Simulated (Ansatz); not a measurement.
A computed series for MgTe: response to strain

Base system: MgTe in the zinc blende structure (space group F-43m, No. 216).

```
MgTe
1.0
    0.00000     3.21920     3.21920
    3.21920     0.00000     3.21920
    3.21920     3.21920     0.00000
Mg Te
1 1
Direct
  0.00000   0.00000   0.00000
  0.25000   0.25000   0.25000
```

Cartesian axes are those of the cell as printed.

Strains are applied to the cell and any free atomic positions relax; under biaxial strain the out-of-plane vector relaxes too; under stress the whole cell relaxes.

Method: plane-wave PAW DFT at the PBEsol level (Ansatz, a first-principles code, 420 eV), spin-orbit coupling left out, earlier PAW set.

Notes on the quantities. pressure: mean of the normal stresses, compression positive; energy relative to the base: free energy F.

```csv
change,band gap,pressure,energy relative to the base,volume per atom
base,2.35 eV,0.00 GPa,0 meV/atom,33.36 Å³
"biaxial strain −2.62 %, plane normal [001], relaxed out of plane",2.34 eV,0.64 GPa,+5.1 meV/atom,32.74 Å³
"biaxial strain −2.51 %, plane normal [001], relaxed out of plane",2.35 eV,0.61 GPa,+4.7 meV/atom,32.77 Å³
"biaxial strain −4.20 %, plane normal [110], relaxed out of plane",?,?,?,?
isotropic strain −0.56 %,2.42 eV,0.63 GPa,+1.1 meV/atom,32.80 Å³
isotropic strain −0.20 %,2.37 eV,0.22 GPa,+0.1 meV/atom,33.16 Å³
"uniaxial stress, 1 GPa tension along x",2.23 eV,–,+4.2 meV/atom,33.62 Å³
"uniaxial stress, 3 GPa tension along x",1.94 eV,–,+29 meV/atom,34.04 Å³
tensor shear ε_yz = +3.20 %,2.09 eV,-0.02 GPa,+7.1 meV/atom,33.33 Å³
tensor shear ε_xy = −1.83 %,2.22 eV,-0.01 GPa,+2.3 meV/atom,33.35 Å³
```

Complete the table.


- biaxial strain −4.20 %, plane normal [110], relaxed out of plane, band gap: 2.08 eV
- biaxial strain −4.20 %, plane normal [110], relaxed out of plane, pressure: 1.41 GPa
- biaxial strain −4.20 %, plane normal [110], relaxed out of plane, energy relative to the base: +19 meV/atom
- biaxial strain −4.20 %, plane normal [110], relaxed out of plane, volume per atom: 32.02 Å³

With Te present, leaving out spin-orbit coupling can change the band edges. Stability under load was not tested beyond the relaxation.
